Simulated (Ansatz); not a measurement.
**A computed series for KI: response to strain**

Base system: KI in the rock salt structure (space group Fm-3m, No. 225; a = 7.006 Å). Axes: x, y, z lie along the cube axes.

Strains are applied to the cell and any free atomic positions relax; under biaxial strain the out-of-plane vector relaxes too.

All numbers come from PBEsol, PAW, 420 eV (Ansatz, a program for electronic structure; no spin-orbit coupling).

Candidates:
(a) biaxial strain +2.50 %, plane normal [001], relaxed out of plane
(b) biaxial strain +0.50 %, plane normal [001], relaxed out of plane
(c) biaxial strain −2.50 %, plane normal [001], relaxed out of plane

Q: Order them by out-of-plane strain, lowest first.

A: (a) biaxial strain +2.50 %, plane normal [001], relaxed out of plane (-0.57 %), (b) biaxial strain +0.50 %, plane normal [001], relaxed out of plane (-0.09 %), (c) biaxial strain −2.50 %, plane normal [001], relaxed out of plane (+0.60 %)

Stability against distortions was not tested.
